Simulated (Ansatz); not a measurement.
Consider the following.

```xyz
2
Lattice="0.0000 2.3921 2.4407 2.3921 0.0000 2.4407 2.3921 2.3921 0.0000" Properties=species:S:1:pos:R:3 pbc="T T T"
Be     0.0000     0.0000     0.0000
S      3.5881     3.5881     3.6611
```

These are PBEsol with spin-orbit coupling, rigid bands (plane waves, PAW; Ansatz, a program for electronic structure) values and carry that method's errors. Condition of this run: biaxial stress xx = yy = 2 GPa (compression positive) (the target of the relaxation). How the cell was made: cell and atoms relaxed with PBEsol, then loaded as said.

Q: What conductivity effective mass do dilute holes have at 300 K?

A: 0.68 (x), 0.68 (y), 0.73 (z) mₑ.

Q: What conductivity effective mass do dilute electrons have at 300 K?

A: 0.42 (x), 0.42 (y), 0.29 (z) mₑ.

Q: And the band gap?

A: 2.75 eV at this level; semilocal functionals usually fall short of the measured gap.

Rigid bands, one relaxation time for all states, no polarons.
